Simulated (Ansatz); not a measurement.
Adsorption energy and surface dipole of Cl on the 1x1 (100) surface of rock-salt MgO (cut with top plane Mg + O), one in a 2x2 cell, started at the site 'top Mg', worked from the runs' numbers; total energies count from the potentials' own zero.

Host crystal: rock-salt MgO, with a band gap (PBE, scalar-relativistic without spin-orbit coupling).

These are PBE (plane waves to 420 eV, PAW; Ansatz, a quantum-chemistry and plane-wave program) values and carry that method's errors.

Slab: 33 atoms, 6.4 Å thick at the start under the adsorbate (thin: gaps and levels are the slab's own); k 3x3x1, smearing 0.01 eV, dipole-corrected; 16 atoms held, the rest relaxed; start symmetry kept, larger cells not searched; spin-polarised, ending with about 1.0 μB a cell, a value that depends on the mesh; orders that need a larger cell were not tried, no spin-orbit, no U, no dispersion correction. The slab shows no gap over 0.04 eV on its mesh. It is one chosen start, not shown to be the lowest state of the adsorbate.

| quantity | value |
|---|---|
| slab with the adsorbate | -40981.177 eV |
| clean slab, same cell and mesh | -39902.225 eV |
| reference, ½ Cl2(g) | -1079.444 eV |
| area of the cell | 36.19 Å² |
| change of the step from the bottom to the top vacuum level | 2.441 eV |

**Question.** What is the adsorption energy against this reference?

**Answer.** E(slab + adsorbate) − E(slab) − E(reference) = 0.49 eV, so in this state the adsorbate is less stable than in the reference, at a coverage of 2.76 a nm².

**Question.** What dipole does adsorption add to the slab along the outward normal (Helmholtz relation, ε₀ = 0.005526 e/(V·Å))?

**Answer.** p = −ε₀·A·ΔV = -0.488 e·Å = -2.35 D; its negative end points to the vacuum, which raises the vacuum level.
